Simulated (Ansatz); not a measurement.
Take WC (space group P-6m2, No. 187; a = 2.9225 Å, c = 2.8462 Å; relaxed with 0.1 eV smearing) as the base.

Computed with PBE (Ansatz, a first-principles code; PAW; 420 eV plane waves; without spin-orbit coupling).

Base values:

* **Pressure**: 0.0 GPa
* **Band gap**: zero

Perturbation: the cell is scaled by 0.9900 in all directions; the atoms relax in the strained cell.

Problem. Predict the new energy relative to the base, pressure and band gap.

Solution. The energy grows by 12 meV/atom; the pressure (mean of the normal stresses, compression positive) goes from zero to 12.4 GPa; the band gap stays zero.

Whether these cells are dynamically stable was not tested. All final runs are without spin polarisation.
